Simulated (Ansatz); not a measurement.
## WC under a change: W → Ta

Base system: WC (space group P-6m2, No. 187; a = 2.899 Å, c = 2.828 Å).

One thing is altered: every W is replaced by Ta; the structure is relaxed again.

The values are results of PBEsol/PAW in Ansatz (an electronic-structure program), without spin-orbit coupling, earlier PAW set, not measurements. Γ-centred 18×18×16 mesh, Fermi–Dirac width 0.05 eV.

| quantity | base | changed | shift |
|---|---|---|---|
| volume per atom | 10.29 Å³ | 11.31 Å³ | +1.02 Å³ |
| lattice parameter a | 2.899 Å | 3.023 Å | +0.1246 Å |
| c/a ratio | 0.976 | 0.945 | -0.0302 |
| space group | P-6m2 (No. 187) | P-6m2 (No. 187) | – |
| shortest interatomic distance | 2.191 Å | 2.256 Å | +0.065 Å |
| band gap | zero | zero | – |

Final structure:

```
TaC
1.0
    3.02330     0.00000     0.00000
   -1.51165     2.61826     0.00000
    0.00000     0.00000     2.85841
Ta C
1 1
Cartesian
  0.00000   0.00000   0.00000
  1.51165   0.87275   1.42921
```

Cost of the whole job for the changed cell (relaxation, final SCF and bands): around 2.6 core-minutes (rough).

Whether these cells are dynamically stable was not tested. For TaC in this form, whether it has been made was not checked. The final runs are not spin-polarised. An odd electron count without spin: TaC. TaC has a high density of states at the Fermi level and may be magnetic at this level.
